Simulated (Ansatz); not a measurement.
Input and output of a self-consistent single point for Cu (I4/mmm, 1 atom in the cell) (Ansatz, an electronic-structure program).

Method: LDA (PW92), default PAW files made with PBE (plane waves; Ansatz).

The change in words: lattice scaled by 0.98. Reference geometry:
```yaml
crystal:
  lattice:
    - [-1.45508, 1.45508, 1.36632]
    - [1.45508, -1.45508, 1.36632]
    - [1.45508, 1.45508, -1.36632]
  atoms:
    - { symbol: Cu, position: [0.00000, 0.00000, 0.00000] }
```

Reference input (self-consistent single point, DFT, LDA (PW92), plane waves, default PAW files made with PBE): basis.ecutwfc = 30.9 Ry; kpoints.mp_grid.grid = 16 16 16; hamiltonian.xc = lda; hamiltonian.pseudopotentials = {kind: paw} (the program's default PAW files); scf.occupations.method = gaussian; scf.occupations.width = 0.0073 Ry. This run's input differs from it in these lines:

```diff
@@ -2,5 +2,5 @@
   lattice:
-    - [-1.45508200, 1.45508200, 1.36632200]
-    - [1.45508200, -1.45508200, 1.36632200]
-    - [1.45508200, 1.45508200, -1.36632200]
+    - [-1.42598000, 1.42598000, 1.33899600]
+    - [1.42598000, -1.42598000, 1.33899600]
+    - [1.42598000, 1.42598000, -1.33899600]
   atoms:
```

Output (repeated stretches shortened):

```
SCF iter   1: F=—  HF=-6555.685338 eV  |F-HF|=—  |Δ(HF+E_count)|=         —  Δρ=2.51e-2  dr2=3.06e-2  ethr=1.77e-3  ⟨swp⟩=5.3  Hψ=24715  notcnv=0
all-band conjugate gradients solve this SCF's bands
preconditioner: auto → none
SCF iter   2: F=—  HF=-6555.677420 eV  |F-HF|=—  |Δ(HF+E_count)|=   7.92e-3  Δρ=2.09e-3  dr2=3.69e-4  ethr=1.61e-4  ⟨swp⟩=2.8  Hψ=10710  notcnv=0  defer=136
   [... lines left out ...]
SCF iter   4: F=—  HF=-6555.677389 eV  |F-HF|=—  |Δ(HF+E_count)|=   4.48e-5  Δρ=2.03e-5  dr2=2.67e-8  ethr=3.77e-7  ⟨swp⟩=1.0  Hψ=4756  notcnv=0  defer=136
iter 5 did not close the SCF: its close was put off for the readings that it lacked (scf_convergence_deferred on its scf_iter line)
SCF iter   5: F=-6555.677389 eV  HF=-6555.677389 eV  |F-HF|=2.09e-10  |Δ(HF+E_count)|=   9.12e-8  Δρ=4.10e-6  dr2=3.69e-10  ethr=1.41e-10  ⟨swp⟩=2.3  Hψ=8464  notcnv=0  defer=136
SCF iter   6: F=-6555.677389 eV  HF=-6555.677389 eV  |F-HF|=4.18e-11  |Δ(HF+E_count)|=  2.54e-10  Δρ=2.19e-7  dr2=9.67e-13  ethr=1.94e-12  ⟨swp⟩=3.0  Hψ=15684  notcnv=0
SCF 1 converged in 6 iterations: F = -6555.677389 eV  dr2 = 9.67e-13
Free energy (F): -6555.677389 eV
Internal energy: -6555.674743 eV  (E = F + TS)
E sigma→0 (E₀):  -6555.676066 eV
Entropy (-TS):   -0.002646 eV (-2.646 meV/atom)
Fermi energy:    18.177284 eV
--- Forces (eV/Å), atoms counted from 1 ---
  atom   1  Cu     0.00000000     0.00000000     0.00000000
--- Stress (GPa, compression-positive) ---
        0.685589       0.000000       0.000000
        0.000000       0.685589       0.000000
        0.000000       0.000000       0.536347
  P = ⅓ Tr σ = 0.6358 GPa (6.358 kbar)
  The stress holds the Pulay correction. Without it, at fixed plane waves, as pw.x and ABINIT print it: P = 0.5173 GPa
```

The run converged in 6 iterations. Against the reference run the free energy goes down by 19.5 meV/atom and the pressure goes from -9.21 to 0.64 GPa.

The starting cell comes from a database of computed structures (which also holds hypothetical and non-ambient phases and stackings), without a prior relaxation at this level. Its lattice was rescaled by up to half a per cent. For this run, on top of that: lattice scaled by 0.98. Spin polarisation is off. Ansatz's pressure includes its estimate of the finite-basis (Pulay) stress.

Keys are those of Ansatz 0.2.
